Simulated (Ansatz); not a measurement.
**SnO2 under a change: O → Se**

Consider SnO$_{2}$ in the rutile structure (space group P4_2/mnm, No. 136; a = 4.769 Å, c = 3.212 Å).

Perturbation: every O is replaced by Se; the structure is relaxed again.

Method: plane-wave PAW DFT at the PBEsol level (Ansatz, a first-principles code, 420 eV), without spin-orbit coupling. Γ-centred 7×7×12 mesh, Fermi–Dirac width 0.05 eV, for the changed cell.

| quantity | base | changed | shift |
|---|---|---|---|
| volume per atom | 12.18 Å³ | 27.40 Å³ | +15.22 Å³ |
| density | 6.85 g/cm³ | 5.59 g/cm³ | -1.26 g/cm³ |
| lattice parameter a | 4.769 Å | 6.415 Å | +1.646 Å |
| c/a ratio | 0.673 | 0.623 | -0.0508 |
| shortest interatomic distance | 2.066 Å | 2.667 Å | +0.601 Å |
| band gap | 0.92 eV | zero | – |

Final structure:

```yaml
crystal:
  lattice:
    - [6.41493, 0.00000, 0.00000]
    - [0.00000, 6.41493, 0.00000]
    - [0.00000, 0.00000, 3.99470]
  atoms:
    - { symbol: Sn, position: [0.00000, 0.00000, 0.00000] }
    - { symbol: Sn, position: [0.50000, 0.50000, 0.50000] }
    - { symbol: Se, position: [0.30527, 0.30527, 0.00000] }
    - { symbol: Se, position: [0.80527, 0.19473, 0.50000] }
    - { symbol: Se, position: [0.19473, 0.80527, 0.50000] }
    - { symbol: Se, position: [0.69473, 0.69473, 0.00000] }
```

No phonon test of stability was made. As relaxed here, SnSe2 is a hypothetical phase, not in the database extracts checked. All final runs are without spin polarisation. The zero or small gap of SnSe2 can change with the level of theory.
